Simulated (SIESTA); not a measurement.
# SIESTA run on Hf5ZnSb3 (P6_3/mcm, 18 atoms in the cell): self-consistent single point

Method of the run: LDA PW92, numerical atomic orbitals TZP, PseudoDojo LDA standard norm-conserving potentials (rewritten from UPF to PSML) run with SIESTA.

The input file:

```
# files in the folder: Hf.psml Zn.psml Sb.psml (PseudoDojo LDA standard)
SystemName  Hf5ZnSb3
SystemLabel hf5znsb3

NumberOfAtoms                18
NumberOfSpecies              3
%block ChemicalSpeciesLabel
  1 72 Hf
  2 30 Zn
  3 51 Sb
%endblock ChemicalSpeciesLabel
LatticeConstant              8.685393 Ang
%block LatticeVectors
     1.000000000    0.000000000    0.000000000
    -0.499999942    0.866025291    0.000000000
     0.000000000    0.000000000    0.671281196
%endblock LatticeVectors
AtomicCoordinatesFormat      Bohr
%block AtomicCoordinatesAndAtomicSpecies
     6.009051333   10.407979659    2.754436926  1
     2.197456640    3.806105613    8.263310777  1
    -6.009049949   10.407979659    8.263310777  1
    -2.197456134    3.806105613    2.754436926  1
     4.394912773    0.000000000    2.754436926  1
    12.018101281    0.000000000    8.263310777  1
    -0.000007577    9.476061586    5.508873852  1
     8.206515549    4.738023686    5.508873852  1
     8.206515549    4.738023686    0.000000000  1
    -0.000007577    9.476061586    0.000000000  1
     0.000000000    0.000000000    0.000000000  2
     0.000000000    0.000000000    5.508873852  2
     6.346748405    0.000000000    8.263310777  3
    10.066265650    0.000000000    2.754436926  3
     3.173374568    5.496444634    2.754436926  3
     5.033133404    8.717640638    8.263310777  3
    -3.173373837    5.496444634    8.263310777  3
    -5.033132245    8.717640638    2.754436926  3
%endblock AtomicCoordinatesAndAtomicSpecies

XC.functional                LDA
XC.authors                   PW92
PAO.BasisSize                TZP
PAO.EnergyShift              0.005 Ry
MeshCutoff                   400 Ry
%block kgrid.MonkhorstPack
    4   0   0  0.0
    0   4   0  0.0
    0   0   5  0.0
%endblock kgrid.MonkhorstPack
OccupationFunction           FD
ElectronicTemperature        0.1 eV

MaxSCFIterations             150
SCF.Mixer.Method             Pulay
SCF.Mixer.Weight             0.1
SCF.Mixer.History            6
SCF.DM.Tolerance             1.0E-04
Diag.ParallelOverK           true
WriteForces                  true
```

The program printed (abridged):

```
reinit: Reading from file input.fdf

reinit: System Name: Hf5ZnSb3
reinit: System Label: hf5znsb3

coor:   Atomic-coordinates input format  =     Cartesian coordinates
coor:                                            (in Bohr units)

siesta: Atomic coordinates (Bohr) and species
siesta:      6.00905  10.40798   2.75444  1        1
siesta:      2.19746   3.80611   8.26331  1        2
siesta:     -6.00905  10.40798   8.26331  1        3
siesta:     -2.19746   3.80611   2.75444  1        4
siesta:      4.39491   0.00000   2.75444  1        5
siesta:     12.01810   0.00000   8.26331  1        6
siesta:     -0.00001   9.47606   5.50887  1        7
siesta:      8.20652   4.73802   5.50887  1        8
siesta:      8.20652   4.73802   0.00000  1        9
siesta:     -0.00001   9.47606   0.00000  1       10
siesta:      0.00000   0.00000   0.00000  2       11
siesta:      0.00000   0.00000   5.50887  2       12
siesta:      6.34675   0.00000   8.26331  3       13
siesta:     10.06627   0.00000   2.75444  3       14
siesta:      3.17337   5.49644   2.75444  3       15
siesta:      5.03313   8.71764   8.26331  3       16
siesta:     -3.17337   5.49644   8.26331  3       17
siesta:     -5.03313   8.71764   2.75444  3       18

siesta: System type = bulk

initatomlists: Number of atoms, orbitals, and projectors:     18   432   464

siesta: ******************** Simulation parameters ****************************
redata: Spin configuration                          = none
redata: Time-Reversal Symmetry                      = T
redata: Number of Atomic Species                    =        3
redata: Mesh Cutoff                                 =   400.0000 Ry
redata: Net charge of the system                    =     0.0000 |e|
redata: Min. number of SCF Iter                     =        0
redata: Max. number of SCF Iter                     =      150
redata: SCF convergence failure will abort job
   [... lines left out ...]
diag: Parallel distribution                         =     1 x     1
diag: Used triangular part                          = Lower
diag: Absolute tolerance                            =  0.100E-15
diag: Orthogonalization factor                      =  0.100E-05
diag: Memory factor                                 =  1.0000

superc: Internal auxiliary supercell:     3 x     3 x     5  =      45
superc: Number of atoms, orbitals, and projectors:    810  19440  20880

                        Single-point calculation

superc: Internal auxiliary supercell:     3 x     3 x     5  =      45
superc: Number of atoms, orbitals, and projectors:    810  19440  20880

outcell: Unit cell vectors (Ang):
        8.685393    0.000000    0.000000
       -4.342696    7.521770    0.000000
        0.000000    0.000000    5.830341

outcell: Cell vector modules (Ang)   :    8.685393    8.685392    5.830341
outcell: Cell angles (23,13,12) (deg):     90.0000     90.0000    120.0000
outcell: Cell volume (Ang**3)        :    380.8934
new_DM -- step:     1
Initializing Density Matrix...

Attempting to read DM from file... Failed...
DM filled with atomic data:

InitMesh: MESH = 96 x 96 x 72 = 663552
InitMesh: Mesh cutoff (required, used) =   400.000   421.482 Ry

stepf: Fermi-Dirac step function
        iscf     Eharris(eV)        E_KS(eV)     FreeEng(eV)     dDmax    Ef(eV) dHmax(eV)
   scf:    1   -40885.410734   -41336.091220   -41336.422675  1.812686 -2.896051 81.293419
   scf:    2   -41529.071485   -41527.178082   -41527.451181  0.527900 -3.305720  8.506927
   scf:    3   -41539.486343   -41534.849477   -41535.143774  0.112625 -3.400899  4.799129
   scf:    4   -41538.231513   -41537.250988   -41537.560862  0.115339 -3.524826  4.766572
   scf:    5   -41538.213797   -41538.468502   -41538.785372  0.171499 -3.706205  1.796383
   scf:    6   -41536.979562   -41538.350760   -41538.675503  0.042958 -3.728124  1.391367
   scf:    7   -41538.477456   -41538.774351   -41539.097500  0.032322 -3.733027  0.552176
   scf:    8   -41538.759739   -41538.767170   -41539.090058  0.001204 -3.732902  0.583214
   scf:    9   -41538.846397   -41538.829424   -41539.152614  0.007080 -3.739722  0.089678
   scf:   10   -41538.829707   -41538.829976   -41539.153287  0.001922 -3.741801  0.026880
   scf:   11   -41538.830316   -41538.830166   -41539.153345  0.000701 -3.741795  0.007985
   scf:   12   -41538.830216   -41538.830192   -41539.153355  0.000243 -3.741836  0.006798
   scf:   13   -41538.830199   -41538.830195   -41539.153358  0.000167 -3.742057  0.004791
   scf:   14   -41538.830186   -41538.830191   -41539.153360  0.000162 -3.742368  0.003652
   scf:   15   -41538.830182   -41538.830187   -41539.153362  0.000178 -3.742696  0.000386
   scf:   16   -41538.830183   -41538.830185   -41539.153362  0.000010 -3.742708  0.000274
SCF Convergence by DM+H criterion
max |DM_out - DM_in|         :     0.0000098381
max |H_out - H_in|      (eV) :     0.0002743705
SCF cycle converged after 16 iterations

Using DM_out to compute the final energy and forces

siesta: E_KS(eV) =           -41538.8302

siesta: E_KS - E_eggbox =    -41538.8302

siesta: Atomic forces (eV/Ang):
     1    0.025751    0.044602    0.000000
     2   -0.025751   -0.044602   -0.000000
     3   -0.025750    0.044600   -0.000000
   [... 15 lines left out ...]
   Tot   -0.000000    0.000000   -0.000000
   Max    0.176939
   Res    0.061425    sqrt( Sum f_i^2 / 3N )
   Max    0.176939    constrained

Stress tensor Voigt[x,y,z,yz,xz,xy] (kbar):      115.02      115.02      113.90        0.00        0.00       -0.00
(Free)E + p*V (eV/cell)   -41566.4096
Target enthalpy (eV/cell)   -41539.1534

siesta: Program's energy decomposition (eV):
siesta: Ebs     =     -7734.473811
siesta: Eions   =     50565.296868
siesta: Ena     =      4842.280059
siesta: Ekin    =     17571.394350
siesta: Enl     =     -5004.077534
siesta: Eso     =         0.000000
siesta: Edftu   =         0.000000
siesta: DEna    =       305.624080
siesta: DUscf   =        11.440882
siesta: DUext   =         0.000000
siesta: Ex      =     -7968.716116
siesta: Ec      =      -731.479038
siesta: Exc     =     -8700.195154
siesta: Eharris =    -41538.830183
siesta: Etot    =    -41538.830185
siesta: FreeEng =    -41539.153362

siesta: Atomic forces (eV/Ang):
siesta:      1    0.025751    0.044602    0.000000
siesta:      2   -0.025751   -0.044602   -0.000000
siesta:      3   -0.025750    0.044600   -0.000000
siesta:      4    0.025750   -0.044600    0.000000
siesta:      5   -0.051499    0.000001    0.000000
siesta:      6    0.051499   -0.000001   -0.000000
siesta:      7    0.000051   -0.000033    0.000004
siesta:      8   -0.000051    0.000033   -0.000004
siesta:      9   -0.000051    0.000033    0.000004
siesta:     10    0.000051   -0.000033   -0.000004
siesta:     11   -0.000000    0.000000    0.000000
siesta:     12   -0.000000    0.000000    0.000000
siesta:     13   -0.176939    0.000006   -0.000000
siesta:     14    0.176939   -0.000006   -0.000000
siesta:     15   -0.088460   -0.153217   -0.000000
siesta:     16    0.088460    0.153217   -0.000000
siesta:     17    0.088475   -0.153230   -0.000000
siesta:     18   -0.088475    0.153230    0.000000
siesta: ----------------------------------------
siesta:    Tot   -0.000000    0.000000   -0.000000

siesta: Stress tensor (static) (eV/Ang**3):
siesta:     0.071792   -0.000000    0.000000
siesta:    -0.000000    0.071792    0.000000
siesta:     0.000000    0.000000    0.071093

siesta: Cell volume =        380.893429 Ang**3

siesta: Pressure (static):
siesta:                Solid            Molecule  Units
siesta:          -0.00077937         -0.00079527  Ry/Bohr**3
siesta:          -0.07155876         -0.07301797  eV/Ang**3
siesta:        -114.64977110       -116.98768293  kBar
```

The run converged in 16 iterations.

The starting cell comes from a database of computed structures (which also holds hypothetical and non-ambient phases and stackings), without a prior relaxation at this level. Its lattice was rescaled by a random factor within 2.5 % of one. Values carry the incompleteness of an atom-centred basis. With a pressure of about -11 GPa the cell is away from its equilibrium volume at this level.

Cost on one core of a shared machine: roughly 10 min.
